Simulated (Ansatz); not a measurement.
Start from HfO2 (space group P4_2/nmc, No. 137).

```xyz
6
Lattice="3.6044 0.0000 0.0000 0.0000 3.6044 0.0000 0.0000 0.0000 5.2643" Properties=species:S:1:pos:R:3 pbc="T T T"
Hf     0.0000     0.0000     0.0000
Hf     1.8022     1.8022     2.6321
O      0.0000     1.8022     1.0173
O      0.0000     1.8022     3.6494
O      1.8022     0.0000     1.6149
O      1.8022     0.0000     4.2470
```

Method: Ansatz (a first-principles code) PBE, spin-orbit coupling left out.

For the base:

```
Property                        Value
----------------------------  -------
Gap between the host's bands  4.67 eV
```

Modification: hole doping at 3.0×10^21 cm⁻³ (0.205 per cell), with a uniform compensating background at fixed cell and a 300 K Fermi–Dirac width.

Q: What does the calculation give for the gap between the host's bands and Fermi level from band edge after the change?

A: The gap between the host's bands goes up by 0.07 eV to 4.74 eV; the Fermi level relative to the doped band's edge (positive inside the band; to 0.05 eV) is +0.10 eV.

Charged cell with a jellium background: band edges are those of the host's band count, energies are not comparable with the neutral cell, and many-body gap narrowing is missing. Spin-orbit coupling, missing from the scalar runs, can matter with Hf. No phonon test of stability was made. This is not the structure that HfO2 has at room temperature and ambient pressure.
